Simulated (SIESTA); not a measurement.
Band structure of Au3Br (P6_3/mmc, 8 atoms in the cell).

```xyz
8
Lattice="6.7642 0.0000 0.0000 -3.3821 5.8580 0.0000 0.0000 0.0000 4.4834" Properties=species:S:1:pos:R:3 pbc="T T T"
Au     1.4756     0.8519     3.3626
Au     1.9065     5.0061     1.1209
Au     0.0000     1.7039     1.1209
Au     3.3821     4.1541     3.3626
Au     5.2887     0.8519     3.3626
Au    -1.9065     5.0061     1.1209
Br     3.3821     1.9527     1.1209
Br     0.0000     3.9053     3.3626
```

Method of the run: SIESTA 5.4.2 with GGA PBEsol, numerical atomic orbitals DZP, PseudoDojo PBEsol standard norm-conserving potentials (rewritten from UPF to PSML).

Settings: XC.functional = GGA; XC.authors = PBEsol; potentials = PseudoDojo PBEsol standard; PAO.BasisSize = DZP; PAO.EnergyShift = 0.005 Ry; MeshCutoff = 400 Ry; kgrid.MonkhorstPack = 3 3 4; OccupationFunction = FD; ElectronicTemperature = 0.1 eV; MaxSCFIterations = 150; SCF.Mixer.Method = Pulay; SCF.Mixer.Weight = 0.2; SCF.Mixer.History = 8; SCF.DM.Tolerance = 1.0E-05.

The starting cell comes from a database of computed structures (which also holds hypothetical and non-ambient phases and stackings), without a prior relaxation at this level. Spin-orbit coupling is off. Values carry the incompleteness of an atom-centred basis. The run gives no clean gap (levels at the Fermi energy touch, overlap or are partly filled at this smearing), which alone does not show that the compound is a metal.

Levels in eV from the Fermi level, bands 61 to 66:
```
point     61     62     63     64     65     66
-----  -----  -----  -----  -----  -----  -----
Γ      -1.79  -1.21  -1.08   0.34   0.34   1.54
M      -1.30  -1.23  -1.20  -0.72   0.43   0.80
K      -1.23  -1.19  -1.19  -0.32  -0.32   1.68
A      -1.71  -1.71  -1.24  -1.24   1.39   1.39
L      -1.70  -1.70  -0.72  -0.72   0.87   0.87
H      -1.48  -1.48  -0.49  -0.49  -0.20  -0.20
```

Bands cross the Fermi level along this path, so the cell is metallic at this level.

Higher empty bands are left out: an atom-centred basis made for the valence describes them poorly.
